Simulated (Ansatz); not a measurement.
Start from Ag in the fcc (Cu type) structure (space group Fm-3m, No. 225; a = 4.054 Å; relaxed with 0.1 eV smearing). Axes: x, y, z lie along the cube axes.

Computed with PBEsol (Ansatz, a quantum-chemistry and plane-wave program; PAW; 420 eV plane waves; no SOC).

For the base:

```
Quantity                        Result
-----------------------------  -------
Shortest interatomic distance  2.866 Å
```

The change: tensor shear ε_xy = +1.43 % (engineering shear γ = 0.0286), atoms relaxed at fixed cell.

**Question.** Estimate the effect on the energy relative to the base, stress and shortest interatomic distance.

**Answer.** The energy goes up by 2.4 meV/atom; the stress (xx, yy, zz, yz, xz, xy; compression positive) is (0.2, 0.2, 0.0, 0.0, 0.0, -1.6) GPa; the shortest interatomic distance shrinks by 0.041 Å to 2.825 Å.

The cells carry an imposed strain or load. Whether these cells are dynamically stable was not tested.
